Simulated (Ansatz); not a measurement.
A set of cells, compared by their density of states at the Fermi level.

Cell A: Nb (bcc, Im-3m), 1 atom in the cell; spin state with PBE: run without spin, k-point mesh 26×26×26 on the run's own vectors.
Nb is taken in the cubic space group Im-3m (No. 229), the bcc (W type) structure, Pearson symbol cI2. Conventional cell: a = 3.312 Å, b = 3.312 Å, c = 3.312 Å, α = 90.00°, β = 90.00°, γ = 90.00°. Nb on 2a is coordinated by 8 Nb at 2.868 Å and 6 Nb at 3.312 Å. (Neighbours: up to the widest gap in distance over summed covalent radii, below 1.35, at either atom.)
(The calculation used a cell of 1 atom; values per cell refer to that cell.)

Cell B: Ta (bcc, Im-3m), 1 atom in the cell, k-point mesh 26×26×26 on the run's own vectors.
```
Ta
1.0
   -1.66022     1.66022     1.66022
    1.66022    -1.66022     1.66022
    1.66022     1.66022    -1.66022
Ta
1
Direct
  0.00000   0.00000   0.00000
```

Computed with Ansatz (plane waves, PAW), its default PAW set, cutoff 420 eV, 500 eV for r2SCAN. The structures are at rest with PBE; other levels are single points on them. Neutral cells; Fermi-Dirac smearing of at most 0.10 eV in the solids, energies taken to zero width. The lattices are those relaxed with PBE, so at other levels the solids can be strained, which adds to the spread. The runs are scalar-relativistic, without spin-orbit coupling. A dispersion term ran beside these levels; it doesn't touch the electrons. Both spins, broadened by a Gaussian of 0.2 eV on the run's mesh.

Question: What does r2SCAN give for the density of states at the Fermi level of each cell (states/eV per atom)?

Answer: 
| system | r2SCAN |
|---|---|
| A | 1.4 |
| B | 1.3 |

With r2SCAN the value of A exceeds that of B by 0.1 states/eV per atom.

Question: How do the other levels compare?

Answer: 
```
system  PBE
------  ---
A       1.5
B       1.3
```

With PBE the value of A exceeds that of B by 0.2 states/eV per atom.

Ansatz is a first-principles code.
